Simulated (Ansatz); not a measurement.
The reference is BN (space group P6_3/mmc, No. 194; a = 2.504 Å, c = 7.035 Å; layered, stacked along the Cartesian z axis).

Level of theory: PBEsol in Ansatz (plane waves to 420 eV, PAW, no spin-orbit coupling).

One change was made to it. Results:

```tsv
quantity	base	after
c/a ratio	2.809	2.743
shortest interatomic distance	1.446 Å	1.446 Å
```

Task: What was done to the base?
(A) pressure 1.5 GPa
(B) pressure 3 GPa
(C) pressure 0.7 GPa
(D) pressure 0.3 GPa

Result: D, pressure 0.3 GPa. For comparison, the c/a ratio in the other runs: pressure 3 GPa gives 2.502; pressure 0.7 GPa gives 2.681; pressure 1.5 GPa gives 2.598.

Load acts through the strain it causes; cell and atoms are relaxed under it. No phonon test of stability was made. The base started in Pnma and relaxed to P6_3/mmc at this level. No dispersion term is included in the PBEsol runs.

Ansatz is a first-principles code.
